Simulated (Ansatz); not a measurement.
Start from CsSnI3 in the cubic perovskite structure (space group Pm-3m, No. 221; a = 6.0305 Å). Axes: x, y, z lie along the cube axes.

All numbers come from LDA (Ansatz, a quantum-chemistry and plane-wave program), no SOC.

Before the change:

```
Property           Result
---------------  --------
Pressure          0.0 GPa
Volume per atom  43.86 Å³
```

The change: tensile biaxial strain of 2.50 % in the plane normal to [111], as in epitaxy on a mismatched substrate; the out-of-plane cell vector and the atoms relax.

Q: What happens to the energy relative to the base?

A: The energy goes up by 3.4 meV/atom.

Q: What happens to the pressure?

A: The pressure (mean of the normal stresses, compression positive) goes from zero to -0.3 GPa.

Q: Estimate the effect on the volume per atom.

A: The volume per atom grows by 0.73 Å³ to 44.59 Å³.

No phonon test of stability was made. The final runs are not spin-polarised. Many cubic perovskites are stable only at high temperature; tilts and polar distortions were not tested.
